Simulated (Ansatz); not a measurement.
Data:

End structure of a constructed model of the (110) surface of bcc Ta, a pseudomorphic layer of Cu in the host's stacking (bottom of the slab: a bare face, its two planes held):

```yaml
crystal:
  lattice:
    - [2.87436, 0.00000, 0.00000]
    - [-0.95812, 2.70998, 0.00000]
    - [0.00000, 0.00000, 30.50000]
  atoms:
    - { symbol: Ta, position: [0.50000, 0.50000, 0.26393] }
    - { symbol: Ta, position: [0.00000, 0.00000, 0.34088] }
    - { symbol: Ta, position: [0.50000, 0.50000, 0.41726] }
    - { symbol: Ta, position: [0.00000, 0.00000, 0.49456] }
    - { symbol: Ta, position: [0.50000, 0.50000, 0.57132] }
    - { symbol: Ta, position: [0.00000, 0.00000, 0.64708] }
    - { symbol: Cu, position: [0.50000, 0.50000, 0.71282] }
```

Slab: 7 atoms, 14.4 Å thick at the start; k 14x14x1, smearing 0.1 eV, dipole-corrected; 2 atoms held, the rest relaxed; start symmetry kept, larger cells not searched; no spin, no spin-orbit, no U. It is one candidate, not shown to be the stable structure of the face.

Q: What work function of the top face does PBE run with Ansatz (a quantum-chemistry and plane-wave program) give?

A: 3.79 eV
